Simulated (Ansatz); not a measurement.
The starting structures come from a database of crystals and need not be the phases stable at ambient conditions.

 Where the default PAW files enter, the runs use the earlier of Ansatz's two default sets.

By PBEsol, the system below comes out a metal.

A figure of merit of an interconnect metal is its ballistic conductance per area.

Consider the following.

```
Hf5Ge3
1.0
    7.94169     0.00000     0.00000
   -3.97085     6.87771     0.00000
    0.00000     0.00000     5.52628
Hf Ge
10 6
Direct
  0.33333   0.66667   0.00000
  0.66667   0.33333   0.00000
  0.66667   0.33333   0.50000
  0.33333   0.66667   0.50000
  0.00000   0.25308   0.25000
  0.00000   0.74692   0.75000
  0.74692   0.00000   0.75000
  0.25308   0.00000   0.25000
  0.74692   0.74692   0.25000
  0.25308   0.25308   0.75000
  0.00000   0.61077   0.25000
  0.00000   0.38923   0.75000
  0.38923   0.00000   0.75000
  0.61077   0.00000   0.25000
  0.38923   0.38923   0.25000
  0.61077   0.61077   0.75000
```

Space group of this cell: P6_3/mcm. The cell is taken as given; by PBEsol its mean pressure is -2.1 GPa.

The current flows along the normal of the first two printed cell vectors, the (001) plane of the conventional cell. No spin-orbit coupling; the value is a mean over 0.1 eV about the Fermi level.

**Question.** State the ballistic conductance per area according to PBEsol run with Ansatz (a first-principles code).

**Answer.** 0.38 × 10¹⁵ S/m² for both spins.
